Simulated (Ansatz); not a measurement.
Al2Cu: response to strain

Take Al2Cu (space group I4/mcm, No. 140) as the base.

```yaml
crystal:
  lattice:
    - [-3.00310, 3.00310, 2.39527]
    - [3.00310, -3.00310, 2.39527]
    - [3.00310, 3.00310, -2.39527]
  atoms:
    - { symbol: Al, position: [0.65900, 0.15900, 0.81801] }
    - { symbol: Al, position: [0.84100, 0.65900, 0.50000] }
    - { symbol: Al, position: [0.15900, 0.34100, 0.50000] }
    - { symbol: Al, position: [0.34100, 0.84100, 0.18199] }
    - { symbol: Cu, position: [0.25000, 0.25000, 0.00000] }
    - { symbol: Cu, position: [0.75000, 0.75000, 0.00000] }
```

Cartesian axes are those of the cell as printed.

Strains are applied to the cell and any free atomic positions relax; under biaxial strain the out-of-plane vector relaxes too; under stress the whole cell relaxes.

Level of theory: DFT with r2SCAN, PAW potentials and a 500 eV plane-wave cutoff in Ansatz (a program for electronic structure), spin-orbit coupling left out, earlier PAW set.

Notes on the quantities. pressure: mean of the normal stresses, compression positive; energy relative to the base: free energy F.

```json
[
 {"variant": "base", "pressure": "0.0 GPa", "shortest interatomic distance": "2.395 Å", "energy relative to the base": "0 meV/atom"},
 {"variant": "biaxial strain −1.52 %, plane normal [001], relaxed out of plane", "pressure": "1.9 GPa", "shortest interatomic distance": "2.433 Å", "energy relative to the base": "+4.7 meV/atom"},
 {"variant": "biaxial strain +1.79 %, plane normal [001], relaxed out of plane", "pressure": "-2.6 GPa", "shortest interatomic distance": "2.370 Å", "energy relative to the base": "+6.5 meV/atom"},
 {"variant": "isotropic strain +1.22 %", "pressure": "-3.8 GPa", "shortest interatomic distance": "2.424 Å", "energy relative to the base": "+6.6 meV/atom"},
 {"variant": "isotropic strain +5.89 %", "pressure": "-13.1 GPa", "shortest interatomic distance": "2.536 Å", "energy relative to the base": "+130 meV/atom"},
 {"variant": "uniaxial strain ε_yy = −0.84 %", "pressure": "1.0 GPa", "shortest interatomic distance": "2.395 Å", "energy relative to the base": "+0.6 meV/atom"},
 {"variant": "uniaxial strain ε_zz = −2.70 %", "pressure": "3.4 GPa", "shortest interatomic distance": "2.331 Å", "energy relative to the base": "+7.3 meV/atom"},
 {"variant": "uniaxial stress, 0.5 GPa tension along x", "pressure": "–", "shortest interatomic distance": "2.394 Å", "energy relative to the base": "+0.1 meV/atom"},
 {"variant": "uniaxial stress, 8 GPa compression along z", "pressure": "–", "shortest interatomic distance": "___", "energy relative to the base": "___"}
]
```

Question: Complete the table.

Answer: 
- uniaxial stress, 8 GPa compression along z, shortest interatomic distance: 2.307 Å
- uniaxial stress, 8 GPa compression along z, energy relative to the base: +12 meV/atom

A biaxial case was relaxed in a doubled cell and then solved in the primitive one. Without a gap, meshes like the base's 12×12×12 leave anisotropic stresses uncertain by several tenths of a GPa, and small strain energies with them. Beyond what the load breaks, stability against distortions was not tested. All final runs are without spin polarisation.
